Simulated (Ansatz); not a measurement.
**The (100) surface of tetragonal MoSi2 in its 1x1 cell (cut with top plane Mo + 2 Si, bottom plane Mo + 2 Si), outermost plane spacing 1.61 Å in the ideal cut**

Method: r2SCAN, at the PBE geometry (plane waves to 500 eV, PAW; Ansatz, a quantum-chemistry and plane-wave program).

Model: 21-atom slab, Mo7Si14, 9.7 Å thick at the start (thin: gaps and levels are the slab's own), 12x5x1 mesh, Fermi-Dirac 0.1 eV, dipole correction, single point; on the structure that PBE left under its start's symmetry; no spin, no spin-orbit, no U.

```json
{
 "surface energy (mean of both faces)": "2.82 J/m^2",
 "work_function_of_the_top_face": "4.82 eV",
 "cost": "around 2.9 core-minutes (rough)"
}
```
